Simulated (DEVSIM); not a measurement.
System: Schottky contact on p-type Si, at 300 K.

Layer 1 from the left is Si, thickness (μm) 0.680, Na (cm⁻³) 8.3e16, τn (s) 1.7e-6, τp (s) 1.7e-6. Layer 2 from the left is Si, thickness (μm) 0.650, Na (cm⁻³) 2.8e18, τn (s) 1.7e-6, τp (s) 1.7e-6.

Left contact: Schottky, work function 4.514 eV, emission velocity 3.2e6 cm/s. Right contact: ohmic. Voltage is applied to the left contact. Recombination: SRH at mid-gap, radiative. Mobility is constant in doping.

Constants are typed, rounded textbook-type inputs, not results; the design itself was drawn at random and stands for no fabricated device. Values at 300 K.

Si: gap (eV) 1.124, affinity (eV) 4.05, permittivity 11.7, Nc (cm⁻³) 2.86e19, Nv (cm⁻³) 3.1e19, μn (cm²/Vs) 1417, μp (cm²/Vs) 470, B (cm³/s) 4.7e-15.

Model (solved in DEVSIM): 1D drift-diffusion, Boltzmann statistics, complete ionisation; no tunnelling, impact ionisation, image-force lowering or self-heating. Metal contacts follow the ideal Schottky-Mott rule: no Fermi-level pinning, no interface dipoles.

### Question
What does the simulation give for the dark forward voltage at 100 A/cm², the potential step across the device at zero bias, the dark forward voltage at 1 A/cm²?

### Answer
dark forward voltage at 100 A/cm² 0.355 V; potential step across the device at zero bias 0.598 V; dark forward voltage at 1 A/cm² 0.234 V.
